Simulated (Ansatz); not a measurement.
Structures of equal composition on the (110) surface of bcc Mo: a layer of Ge in place of the second plane; a layer of Ge in place of the third plane. The slabs share one bottom face, and each structure is named by its start. These are constructed structures in small cells; real faces may alloy, dewet or reconstruct in larger ones, and not all known structures of the face are among them. Slabs of about 11 Å, Fermi-Dirac smearing of 0.1 eV. Bottom of the slabs: a bare face, its two planes held. Relaxed from the named starts with such symmetry as they have, on meshes of like density; energies extrapolated to zero smearing; spin only where a row says so; no spin-orbit coupling, no U. Brackets mark spin-polarised runs, whose order is one that fits the cell.

Method: PBE (plane waves to 420 eV, PAW; Ansatz, a program for electronic structure).

### Question
Put the candidates in order of energy per 1x1 cell, lowest first, for PBE.

### Answer
a layer of Ge in place of the third plane (0.000 eV), a layer of Ge in place of the second plane (0.081 eV)
